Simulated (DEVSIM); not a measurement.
Structure: illuminated Si n-on-p cell, one wavelength, with a back-surface field, at 400 K.

Layer 1 from the left is Si, thickness (μm) 0.810, Nd (cm⁻³) 1.5e18, τn (s) 3.4e-6, τp (s) 4.6e-7, absorption coefficient (cm⁻¹) 180. Layer 2 from the left is Si, thickness (μm) 24.0, Na (cm⁻³) 4.3e15, τn (s) 4.2e-6, τp (s) 4.2e-6, absorption coefficient (cm⁻¹) 180. Layer 3 from the left is Si, thickness (μm) 0.340, Na (cm⁻³) 3.4e18, τn (s) 4.2e-6, τp (s) 4.2e-6, absorption coefficient (cm⁻¹) 180.

Left contact: ohmic, minority hole recombination velocity 3e6 cm/s. Right contact: ohmic, minority electron recombination velocity 8e5 cm/s. Voltage is applied to the left contact. Recombination: SRH at mid-gap, radiative, Auger. Light enters at the left, 4.3e17 photons cm⁻² s⁻¹, one pass, no reflection. Mobility is μmin + (μ − μmin)/(1 + (N/Nref)^α).

The device is made up for the run: typed textbook-type constants, with dimensions and the other settings drawn at random. Values at 300 K; Nc and Nv go as T^1.5, mobilities as T to minus their exponent, the gap by Varshni's rule with the affinity fixed.

Si: gap (eV) 1.124, affinity (eV) 4.05, permittivity 11.7, Nc (cm⁻³) 2.86e19, Nv (cm⁻³) 3.1e19, μn (cm²/Vs) 1417, μp (cm²/Vs) 470, μn,min 52, μp,min 45, Nref,n 9.7e16, Nref,p 2.2e17, αn 0.68, αp 0.72, T exponent of μn 2.3, T exponent of μp 2.2, B (cm³/s) 4.7e-15, Cn (cm⁶/s) 2.8e-31, Cp (cm⁶/s) 9.9e-32, Varshni α (eV/K) 0.000473, Varshni β (K) 636.

DEVSIM, 1D drift-diffusion, Boltzmann statistics, complete ionisation; no tunnelling, impact ionisation, image-force lowering or self-heating.

Dark forward current:

| |V| (V) | |J| (A/cm²) |
|---|---|
| 0.05 | 4.015e-6 |
| 0.10 | 1.900e-5 |
| 0.15 | 7.865e-5 |
| 0.20 | 0.0003236 |
| 0.25 | 0.001344 |
| 0.30 | 0.005587 |
| 0.35 | 0.02262 |
| 0.40 | 0.08377 |
| 0.45 | 0.2722 |
| 0.50 | 0.8502 |
| 0.55 | 2.801 |
| 0.60 | 9.707 |
| 0.65 | 33.64 |
| 0.70 | 109.7 |
| 0.75 | 319.3 |
| 0.80 | 801.8 |
| 0.85 | 1727 |
| 0.90 | 3242 |

Work out the local ideality factor n = ΔV / (kT/q · ln(J2/J1)) between the rows 0.15 and 0.20 V, 0.25 and 0.30 V, 0.85 and 0.90 V.

kT/q = 34.47 mV. From 0.15 to 0.20 V: ln(0.0003236/7.865e-5) = 1.415, n = 1.03, near the 1 of diffusion or emission over a barrier. From 0.25 to 0.30 V: ln(0.005587/0.001344) = 1.425, n = 1.02, near the 1 of diffusion or emission over a barrier. From 0.85 to 0.90 V: ln(3242/1727) = 0.630, n = 2.30.

What current could the absorbed light give at most, and what share is collected?

Σ αd = 0.453, so qΦ(1 − exp(−Σ αd)) = 25.1 mA/cm². The simulated short-circuit current is 23.92 mA/cm², a share of 0.95.

Estimate the open-circuit voltage by superposition: the voltage at which the dark current equals that short-circuit current.

Interpolating ln J in the table gives 0.352 V. The simulation gives 0.352 V, the same within the digits that matter. Superposition holds where collection doesn't change with voltage.

Estimate the fill factor from FF0 = (v − ln(v + 0.72))/(v + 1), v = qVoc/(nkT), with n from the dark curve.

The rows about Voc, 0.35 and 0.40 V, give n = 1.11, so v = 9.22 and FF0 = 0.677. The simulation gives 0.692; the estimate lies 2.1 % below.
